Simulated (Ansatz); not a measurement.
NaCl (Fm-3m), r2SCAN, rigid bands run with Ansatz (a quantum-chemistry and plane-wave program): Condition of this run: functional r2SCAN on the same cell. band gap 5.98 eV, N_c = 6.83e18 cm⁻³ and N_v = 4.80e20 cm⁻³ at 300 K, conductivity masses of 0.413 mₑ (electrons) and 3.09 mₑ (holes). Take k_BT = 0.02585 eV.

What thermal injection velocity √(2k_BT/πm) limits a ballistic channel?

8.37e6 cm/s for electrons and 3.06e6 cm/s for holes, a ratio of √(m_h/m_e) = 2.74, for dilute carriers.

Find the intrinsic carrier density and the intrinsic Fermi level.

n_i = √(N_c N_v) exp(−E_g/2k_BT) = 5.73e19 × exp(−115.66) = 3.4e-31 cm⁻³. The level lies (k_BT/2) ln(N_v/N_c) = 55 meV from mid-gap (positive towards the conduction band). Each 0.1 eV added to the gap lowers n_i by a factor of 6.9.

A film of it is 2 nm thick. Estimate the confinement energies in an infinite well.

ħ²π²/(2m t²) = 0.376 eV·nm²/(m/mₑ × t²) gives 228 meV for electrons and 30.4 meV for holes, so the gap would widen to about 6.24 eV. Finite barriers and nonparabolic bands lower this, and with several valleys or bands the heaviest mass along the normal sets the lowest level, not this average.

Rigid, parabolic bands with the computed gap; masses take one relaxation time for all states. Spin-orbit coupling is left out; where it splits the top of the valence band, N_v and the p-type Seebeck coefficient come out somewhat high without it. Geometry: cell and atoms relaxed with PBEsol.
